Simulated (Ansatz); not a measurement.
Troubleshooting Ansatz (a first-principles code): a failed run on Cu₂SiTe₃ (Cc, 12 atoms in the cell). The aim is a self-consistent single point with DFT, LDA (PW92), plane waves, default PAW files made with PBE.

Cell that was meant: a = 7.2544 Å, b = 7.2544 Å, c = 7.2458 Å, α = 99.34°, β = 99.34°, γ = 120.25°.

Part of the input:

Ansatz 0.2 input:
```yaml
  mp_grid:
    grid: [3, 3, 3]
hamiltonian:
  xc: pbe-sol
  pseudopotentials:
    kind: paw
scf:
```

Output (repeated stretches shortened):

```
Error: YAML parse error: error: line 26 column 7: hamiltonian.xc: unknown variant `pbe-sol`, expected one of `lda`, `lda-pw`, `pw92`, `pbe`, `pbesol`, `rpbe`, `revpbe`, `blyp`, `pbe0`, `revpbe0`, `b3lyp`, `b3lyp5`, `hse06`, `wpbeh`, `hiss`, `lc_wpbe`, `cam_b3lyp`, `hf`, `r2scan`, `r2scanh`, `r2scan0`, `r2scan50`, `mr2scan`
  --> <input>:26:7
   |
24 |     grid: [3, 3, 3]
25 | hamiltonian:
26 |   xc: pbe-sol
   |       ^ hamiltonian.xc: unknown variant `pbe-sol`, expected one of `lda`, `lda-pw`, `pw92`, `pbe`, `pbesol`, `rpbe`, `revpbe`, `blyp`, `pbe0`, `revpbe0`, [...]
27 |   pseudopotentials:
28 |     kind: paw
   |
```

### Question
Read the log: what does the program object to, and what is the fix?

### Answer
The fault is a value that the program does not know. The key takes a closed list of words, and names differ between codes. To fix it, use one of the words that the key accepts. The program stopped before any SCF iteration.

The sound input it was made from differs as follows (other fixes are possible):
```diff
-  xc: pbe-sol
+  xc: lda
```

With that input, the run converged in 11 iterations: free energy E − TS (on the zero of these files) -68403.5901 eV; pressure -2.88 GPa; largest force (vector length) 0.269 eV/Å (DFT, LDA (PW92), plane waves, default PAW files made with PBE).

On the sound input: the starting cell comes from a database of computed structures (which also holds hypothetical and non-ambient phases and stackings), without a prior relaxation at this level. Spin polarisation is off. Ansatz's pressure includes its estimate of the finite-basis (Pulay) stress. A gap is left out here, as mesh or smearing make it unsure.
